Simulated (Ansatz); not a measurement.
The reference is ScF3 in the ReO3 type structure (space group Pm-3m, No. 221; a = 4.020 Å).

It is then changed as follows: a negative pressure, −1 GPa.

Levels (all Ansatz, a first-principles code, PAW): PBEsol (420 eV, without spin-orbit coupling); HSE06 (420 eV, no SOC).

The geometry is relaxed with PBEsol.

| Quantity | Value |
|---|---|
| PBEsol band gap | 6.21 eV |

**Question.** Predict the band gap from HSE06.

**Answer.** The band gap rises by 2.57 eV to 8.78 eV.

Single points use the geometry relaxed with PBEsol. The hybrid gap comes from the SCF mesh plus the semilocal run's edge points and a few special points and is an upper bound. Load acts through the strain it causes; cell and atoms are relaxed under it. Stability against distortions was not tested. The base started in R32 and relaxed to Pm-3m at this level. All final runs are without spin polarisation.
